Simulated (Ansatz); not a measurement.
monolayer As: band-edge transport data

Here is the system:

```xyz
2
Lattice="3.6411 0.0000 0.0000 -1.8206 3.1533 0.0000 0.0000 0.0000 17.2731" Properties=species:S:1:pos:R:3 pbc="T T T"
As     1.8206     1.0511     9.3272
As     0.0000     2.1022     7.9459
```

Computed with PBE, rigid bands (plane waves, PAW, scalar-relativistic; Ansatz, an electronic-structure program). Condition of this run: biaxial strain +1 %. Cell: cell and atoms relaxed with PBE, then loaded as said.

The band gap is 1.71 eV and the electron conductivity mass (300 K, dilute) comes out as 0.24 mₑ. The effective density of states N_c (300 K) is 1.9e13 cm⁻². The Seebeck coefficient, n-type 1.7e12 cm⁻², 300 K is -377 μV/K.

Rigid bands; masses and Seebeck coefficients take one relaxation time τ for all states and one kind of carrier; polarons and phonon drag are left out. Spin-orbit coupling is left out.
